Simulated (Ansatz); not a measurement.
# A computed series for hypothetical Pm-3n Ge: response to strain

Take Ge (space group Pm-3n, No. 223; a = 5.417 Å; a hypothetical phase, not in the database extracts checked) as the base. Axes: x, y, z lie along the cube axes.

Strains are applied to the cell and any free atomic positions relax; under biaxial strain the out-of-plane vector relaxes too.

Levels (all Ansatz, a program for electronic structure, PAW): PBE (420 eV, spin-orbit coupling left out); PBEsol (420 eV, spin-orbit coupling left out).

The base cell above is that of PBE; each level relaxes its own structures.

Notes on the quantities. energy relative to the base: free energy F.

```tsv
case	energy relative to the base, PBE	energy relative to the base, PBEsol
biaxial strain −0.16 %, plane normal [001], relaxed out of plane	0.0 meV/atom	0.0 meV/atom
biaxial strain +2.47 %, plane normal [001], relaxed out of plane	+6.8 meV/atom	+7.5 meV/atom
isotropic strain +1.49 %	+7.3 meV/atom	+8.0 meV/atom
```

The two levels differ by at most about 0.7 meV/atom. They put the cases in the same order.

Without a gap, meshes like the base's 9×9×9 leave anisotropic stresses uncertain by several tenths of a GPa, and small strain energies with them. Whether these cells are dynamically stable was not tested.
